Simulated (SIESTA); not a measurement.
**A short convergence ladder for HgTe (F-43m, 2 atoms in the cell)**

```
HgTe
1.0
    0.00000     3.21385     3.21385
    3.21385     0.00000     3.21385
    3.21385     3.21385     0.00000
Hg Te
1 1
Direct
  0.00000   0.00000   0.00000
  0.25000   0.25000   0.25000
```

Base method: GGA PBEsol, numerical atomic orbitals DZP, PseudoDojo PBEsol standard norm-conserving potentials (rewritten from UPF to PSML) (SIESTA).

Base settings: XC.functional = GGA; XC.authors = PBEsol; potentials = PseudoDojo PBEsol standard; PAO.BasisSize = DZP; PAO.EnergyShift = 0.01 Ry; MeshCutoff = 350 Ry; kgrid.MonkhorstPack = 7 7 7; OccupationFunction = FD; ElectronicTemperature = 10 meV; MaxSCFIterations = 150.

Core times come from one kind of shared machine, to one figure; runs under 30 s give none.

**The size of the supercell around a displaced atom**

On HgTe (F-43m, 4 atoms in the cell), and larger cells.

Steps: 2 x 1 x 1 supercell, one Te atom moved by 0.02 angstrom along z; 2 x 2 x 1 supercell, one Te atom moved by 0.02 angstrom along z; and so on, with the mesh thinned in proportion.

Only quantities that move along the ladder and can be compared are tabulated.

```tsv
atoms	largest change of a force by the displacement (eV/Å)	core time / last (rough)
4	0.1415	–
8	0.1717	0.3
16	0.1795	0.6
24	0.1778	1
```

Smallest size that holds the largest change of a force by the displacement within 0.005 eV/Å of the last step, with all finer ones: 16; the step before is off by 0.0061 eV/Å.

On the base run: the starting cell has typed, rounded lattice constants, without a prior relaxation at this level. Its lattice was rescaled by up to half a per cent. Values carry the incompleteness of an atom-centred basis.
